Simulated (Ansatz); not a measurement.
**Cu: stress against strain**

Cu (fcc, Fm-3m, 11.315 Å³/atom and stress up to 0.01 GPa in the relaxed cell) under an equal strain ε in the (001) plane with the normal axis free, as in a coherent film. PBEsol in Ansatz, a plane-wave DFT program (PAW, default set), 420 eV, 32×32×32 Γ-centred mesh, Fermi-Dirac smearing 0.10 eV. Stress is positive for a compressed cell.

Here s stands for strain and y for stress xx.

| strain (%) | stress xx (GPa) |
|---|---|
| -1.50 | 2.65 |
| -1.00 | 1.68 |
| -0.50 | 0.80 |
| 0.00 | -0.01 |
| 0.50 | -0.72 |
| 1.00 | -1.36 |
| 1.50 | -1.90 |
| 3.00 | ? |

Problem. Fit y against s with a straight line, and predict the withheld value at s = 3.00.

Solution. Means: s 0, y 0.163. About the means, the sum of products is -10.625 and the sum of squares of s is 7.0000; the slope is their ratio. Least squares gives y = 0.163 - 1.5179·s. Residuals (row less fit): 0.210, -0.001, -0.122, -0.173, -0.124, -0.005, 0.214; standard error 0.173 (degrees of freedom: 5). The slope gives the biaxial elastic modulus of this plane = about 150 GPa. At the withheld row, y = 0.163 - 1.5179 × 3.0 = -4.391 GPa. The calculation gives -3.09 GPa, 1.301 GPa above the prediction (22.7 % of the range of y in the table). The row lies outside the fitted rows, so this is an extrapolation. From the scatter of the fitted rows alone, a prediction at this place has a standard error of 0.270 GPa, so the miss is 4.8 times that.

A polynomial of degree 2 through the 12 other runs of the series gives -3.06 there, so most of the miss is curvature that the fit leaves out. In a metal these values are sensitive to mesh and smearing; energies are taken to zero smearing, stresses follow the free energy. Rows are the converged runs of the series near zero and its far end; series whose fitted rows scatter by over a few per cent of the range, as at a crossing or softening among them, aren't shown in this form, nor equations of state whose B0' disagrees with the runs' pressures. Most that stay on the fit to the last digits aren't either.
